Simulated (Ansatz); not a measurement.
# HfC: response to strain

The parent structure is HfC in the rock salt structure (space group Fm-3m, No. 225; a = 4.607 Å; relaxed with 0.1 eV smearing). Axes: x, y, z lie along the cube axes.

Strains are applied to the cell and any free atomic positions relax; under biaxial strain the out-of-plane vector relaxes too.

Level of theory: PBEsol (Ansatz, a first-principles code; PAW; 420 eV plane waves; without spin-orbit coupling).

Candidates:
(a) biaxial strain +3.00 %, plane normal [001], relaxed out of plane
(b) biaxial strain −1.50 %, plane normal [001], relaxed out of plane
(c) biaxial strain +2.00 %, plane normal [001], relaxed out of plane
(d) biaxial strain +2.50 %, plane normal [001], relaxed out of plane
(e) biaxial strain −2.00 %, plane normal [001], relaxed out of plane

Notes on the quantities. energy relative to the base: free energy F.

Q: Order them by energy relative to the base, lowest first.

A: (b) biaxial strain −1.50 %, plane normal [001], relaxed out of plane (+11 meV/atom), (c) biaxial strain +2.00 %, plane normal [001], relaxed out of plane (+17 meV/atom), (e) biaxial strain −2.00 %, plane normal [001], relaxed out of plane (+20 meV/atom), (d) biaxial strain +2.50 %, plane normal [001], relaxed out of plane (+26 meV/atom), (a) biaxial strain +3.00 %, plane normal [001], relaxed out of plane (+37 meV/atom)

Stability against distortions was not tested. The final runs are not spin-polarised.
